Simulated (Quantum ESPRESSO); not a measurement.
Quantum ESPRESSO is run on Ag2O3 (Pn-3m, 10 atoms in the cell), and the run fails. The aim is a self-consistent single point with DFT, PBEsol, plane waves, PseudoDojo standard norm-conserving (PBESOL) pseudopotentials.

The input file:

```fortran
&CONTROL
  calculation = 'scf'
  prefix = 'ag2o3'
  outdir = './tmp'
  pseudo_dir = './'
  tprnfor = .true.
  tstress = .true.
/
&SYSTEM
  ibrav = 0
  nat = 10
  ntyp = 2
  ecutwfc = 85
  occupations = 'smearing'
  smearing = 'gauss'
  degauss = 0.019992
  celldm(1) = 9.650094
/
&ELECTRONS
  conv_thr = 1.0d-10
  mixing_beta = 0.4
/
ATOMIC_SPECIES
Ag   107.8682  Ag.upf
O     15.9990  O.upf
CELL_PARAMETERS {bohr}
   9.6500943253     0.0000000000     0.0000000000
   0.0000000000     9.6500943253     0.0000000000
   0.0000000000     0.0000000000     9.6500943253
ATOMIC_POSITIONS {crystal}
Ag    0.7500000000    0.2500000000    0.2500000000
Ag    0.2500000000    0.2500000000    0.7500000000
Ag    0.2500000000    0.7500000000    0.2500000000
Ag    0.7500000000    0.7500000000    0.7500000000
O     0.5000000000    0.5000000000    0.0000000000
O     0.0000000000    0.0000000000    0.5000000000
O     0.0000000000    0.5000000000    0.5000000000
O     0.5000000000    0.0000000000    0.0000000000
O     0.5000000000    0.0000000000    0.5000000000
O     0.0000000000    0.5000000000    0.0000000000
K_POINTS {automatic}
4 4 4  0 0 0
```

The program printed (abridged):

```
 %%%%%%%%%%%%%%%%%%%%%%%%%%%%%%%%%%%%%%%%%%%%%%%%%%%%%%%%%%%%%%%%%%%%%%%%%%%%%%
     Error in routine cell_base_init (1):
     lattice parameter specified twice
 %%%%%%%%%%%%%%%%%%%%%%%%%%%%%%%%%%%%%%%%%%%%%%%%%%%%%%%%%%%%%%%%%%%%%%%%%%%%%%

     stopping ...
```

From the messages shown, name the fault and mend the input.

The fault is the cell or its scale given twice. Two definitions of the lattice conflict. To fix it, keep one definition. The program stopped before any SCF iteration.

An input that runs soundly differs in these lines (not the only fix; some lines may just follow from the change or write a value another way):
```diff
-  celldm(1) = 9.650094
```

With that input, the run converged in 12 iterations: free energy E − TS -19536.3303 eV; Fermi level (on the code's own zero) 9.73 eV; pressure -8.20 GPa (DFT, PBEsol, plane waves, PseudoDojo standard norm-conserving (PBESOL) pseudopotentials).

On the sound input: the starting cell comes from a database of computed structures (which also holds hypothetical and non-ambient phases and stackings), without a prior relaxation at this level. With a pressure of about -8 GPa the cell is away from its equilibrium volume at this level. The run gives no clean gap (levels at the Fermi energy touch, overlap or are partly filled at this smearing), which alone does not show that the compound is a metal.
